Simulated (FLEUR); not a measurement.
Input and output of a self-consistent single point for Y (P6_3/mmc, 2 atoms in the cell) (FLEUR).

Method of the run: LDA (Perdew-Zunger), all-electron FLAPW (FLEUR), scalar-relativistic valence run with FLEUR.

```
Y
1.0
    1.82500    -3.16099     0.00000
    1.82500     3.16099     0.00000
    0.00000     0.00000     5.73000
Y
2
Cartesian
  1.82500   1.05366   1.43250
  1.82500  -1.05366   4.29750
```

Reference input (self-consistent single point, DFT, PBE, all-electron FLAPW (FLEUR), scalar-relativistic valence): Kmax = 3.8 1/bohr; GmaxXC = 15.2 1/bohr; xcFunctional = pbe; jspins = 1; l_soc = F; mode = hist; fermiSmearingEnergy = 0.00367493 Htr; mesh (inpgen div1-3) = 10 10 6; inpgen gamma flag = true; Gmax = 15.2 1/bohr; numbands = 0; maxIterBroyd = 15. This run's input differs from it in these lines:

```diff
@@ -14,2 +14,3 @@
 &comp jspins=1 /
+&exco xctyp='pz' /
 &kpt div1=10 div2=10 div3=6 gamma=t /
@@ -26,3 +27,3 @@
       <coreElectrons ctail="T" frcor="F" kcrel="0" coretail_lmax="0"/>
-      <xcFunctional name="pbe" relativisticCorrections="F"/>
+      <xcFunctional name="pz" relativisticCorrections="F"/>
       <magnetism jspins="1"/>
```

Log, with long lists cut:

```
 Iteration:     1   Distance:       2.31923345 me/bohr^3
 Iteration:     2   Distance:       2.16536108 me/bohr^3
 Iteration:     3   Distance:       0.73017474 me/bohr^3
 Iteration:     4   Distance:       0.13448802 me/bohr^3
 Iteration:     5   Distance:       0.10235612 me/bohr^3
   [... 3 lines left out ...]
 Iteration:     9   Distance:       0.00024150 me/bohr^3
 Iteration:    10   Distance:       0.00018592 me/bohr^3
 Iteration:    11   Distance:       0.00002676 me/bohr^3
 Iteration:    12   Distance:       0.00000271 me/bohr^3
 Run finished successfully
 Stop message:
   Structural relaxation: Done

[file out, last iteration]
             iter=     13
[...]
          total density-effective poten   -1.0972567194E+04
          total charge density-energy d   -2.1170530019E+02
 Updated energy parameters for spin:           1
[...]
 fermi energy and band-weighting factors:
    0.364548    0.364548

[...]
FERMIE:
          first approx. to ef    (T=0)  :   0.265164 htr   (energy of the highest occ. eigenvalue)
          number of occ. states  (T=0)  :        609
          first approx. to seigv (T=0)  : -10.633407 htr
          sum of weights of occ. states :  11.000000
          sum of semicore charge        :   0.000000 e
FERHIS:  Fermi-Energy by histogram:
          bandgap                     :   0.000415 htr
   [... lines left out ...]
          charge neutrality (T=0)     :   0.000000    (zero if the highest occ. eigenvalue is "entirely" occupied)
     EF_NEWTON:  Adjust Fermi-Energy by Newton-Method.
 Direct bandgap for spin            1 :    5.7696911389197858E-003  Htr
   [... lines left out ...]
 ---->    (input%tkb*entropy) TS=              0.0044841759 htr
 ---->    free energy=                     -6763.8572977741 htr
      extrapolation for T->0
 ---->    total electron energy=           -6763.8550556862 htr
 ***** TOTAL FORCES ON ATOMS *****
 TOTAL FORCE FOR ATOM TYPE=  1  X=  0.000   Y= -3.982   Z=  2.707
                       FX_TOT= 0.000000 FY_TOT= 0.000000 FZ_TOT= 0.000000
 Structural relaxation: Done
```

The run converged in 12 iterations. FLEUR gives forces in its relaxation mode, with a further iteration, so its stop message speaks of a relaxation. 

The starting cell has typed, rounded lattice constants, without a prior relaxation at this level. Values depend on the basis (sphere radii, cutoffs, local orbitals), which need not be converged. The log's line on a gap gives a spacing of levels on this mesh, which the program prints for metals too.

Cost on one core of a shared machine: roughly 40 s.
